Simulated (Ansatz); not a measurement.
Base system: ZnCu₂SnS₄ (space group I-4, No. 82; a = 5.374 Å, c = 10.755 Å). Axes: x, y, z lie along a, b, c of the conventional cell.

Structures relaxed with PBEsol in Ansatz (plane waves to 420 eV, PAW, without spin-orbit coupling).

Base:

Simulated powder pattern, Cu Kα, λ = 1.54184 Å (kinematic, ideal powder, no thermal factors, no anomalous dispersion; the 8 strongest lines at most, above 2 %, up to 2θ = 90°):

```
2θ (°)  I/Imax (%)    hkl
------  ----------  -----
28.77          100  (112)
33.35           11  (200)
47.86           39  (204)
47.88           19  (220)
56.79           14  (116)
56.82           27  (132)
77.38           10  (316)
89.29           12  (244)
```

The change: compressive biaxial strain of 1.50 % in the plane normal to [001], as in epitaxy on a mismatched substrate; the out-of-plane cell vector and the atoms relax.

After the change:

Simulated powder pattern, Cu Kα, λ = 1.54184 Å (kinematic, ideal powder, no thermal factors, no anomalous dispersion; the 8 strongest lines at most, above 2 %, up to 2θ = 90°):

```
2θ (°)  I/Imax (%)    hkl
------  ----------  -----
28.89          100  (112)
33.87           10  (200)
47.78           39  (204)
48.65           18  (220)
56.02           14  (116)
57.58           26  (132)
77.32           10  (316)
78.65          6.6  (332)
```

The indices refer to the base's conventional cell; one index is shown for lines that coincide.

Stability against distortions was not tested. The final runs are not spin-polarised.

Ansatz is a first-principles code.
